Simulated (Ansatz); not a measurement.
Consider BN in the zinc blende structure (space group F-43m, No. 216; a = 3.624 Å).

All numbers come from PBE (Ansatz, an electronic-structure program, PAW, no spin-orbit coupling), earlier PAW set.

One change was made to it. Results:

The density increases by 0.02 g/cm³, from 3.46 g/cm³ to 3.48 g/cm³; the smallest direct gap goes up by 0.02 eV, from 8.79 eV to 8.81 eV; the gap character is still indirect, Γ → X; the band gap stays 4.46 eV.

Question: Name the change that was made.
(A) pressure 60 GPa
(B) pressure 9 GPa
(C) pressure 18 GPa
(D) pressure 1.8 GPa

Answer: D, pressure 1.8 GPa. For comparison, the smallest direct gap in the other runs: pressure 9 GPa gives 8.90 eV; pressure 60 GPa gives 9.40 eV; pressure 18 GPa gives 9.00 eV.

Load acts through the strain it causes; cell and atoms are relaxed under it. Whether these cells are dynamically stable was not tested. No other phases were tried under pressure.
